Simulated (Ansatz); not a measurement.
Cubic perovskite KMnF3 (cubic form, which distorts at low temperature), treated with PBEsol (Ansatz, a first-principles code, PAW).

Numerical settings: plane-wave cutoff 500 eV, 10×10×10 k mesh, Fermi–Dirac smearing 0.05 eV, spin-polarised start, scalar-relativistic PAW data made under PBE.

Computed at the level's own relaxed cell.

### Question
Predict the volume per atom, lattice parameter a and band gap.

### Answer

- volume per atom = 14.62 Å³/atom
- lattice parameter a = 4.181 Å
- band gap = 1.05 eV (on the SCF k mesh)

Note: the magnetic order was assumed, not searched for or taken from measurement; the relaxation could not lower the start's symmetry, so the cell can be a saddle point above a distorted one.

Cost on a shared machine: about 70 core-seconds (a rough figure).
